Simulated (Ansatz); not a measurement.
# GaSb (model structure, started from the NiAs type, P6₃/mmc, No. 194, 4 atoms in the cell): properties by level of theory

```
level (code)         lattice parameter a (Å)  c axis length (Å)
-------------------  -----------------------  -----------------
PBE (Ansatz)                               ?                  ?
PBEsol (Ansatz)                        3.891              7.084
PBE-D3(BJ) (Ansatz)                    3.896              7.112
```

Task: Fill in the missing entries.

Result: 
- PBE (Ansatz, a first-principles code), lattice parameter a (Å): 3.972
- PBE (Ansatz), c axis length (Å): 7.179

Ansatz's density-functional and Hartree–Fock values are scalar-relativistic unless marked +SOC, with PAW data made under PBE.

Static lattice: no zero-point or thermal effects.

A model structure was made by putting elements into a prototype or built by hand; it is no filed structure, need not be a known phase, and can be a saddle point held by its symmetry.
